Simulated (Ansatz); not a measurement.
The starting structures come from a database of crystals and need not be the phases stable at ambient conditions.

Tunnelling through a barrier is set by its complex band structure: the current falls as exp(−2κd) with the smallest κ.

Consider the following.

```xyz
8
Lattice="5.5796 0.0000 0.0000 2.7898 11.4935 0.0000 2.7898 -0.2257 1.5948" Properties=species:S:1:pos:R:3 pbc="T T T"
Sc     0.0000     0.0000     0.0000
Sc     5.5796     5.6339     0.7974
Cu     7.4395     8.4508     1.1961
Cu     3.7197     2.8169     0.3987
O      3.7197     4.6236     0.6544
O      7.4395     6.6442     0.9404
O      7.4395    10.2575     1.4518
O      3.7197     1.0103     0.1430
```

Space group of this cell: P6_3/mmc. The cell is taken as given; by r2SCAN its mean pressure is -0.9 GPa.

Transport runs along the normal of the first two printed cell vectors, the (111) plane of the conventional cell.

No gap correction and no spin-orbit coupling; mid-gap values are interpolated between computed energies.

### Question
Estimate the band gap and the smallest decay constant κ at mid-gap that r2SCAN (Ansatz, a program for electronic structure) returns for this system.

### Answer
Gap 2.57 eV on a 18×18×18 mesh; κ = 0.305 1/Å, at (0.500, 0.500) of the in-plane reciprocal vectors. At the zone centre, at the nearest computed energy, the slowest state has κ = 0.40 1/Å.
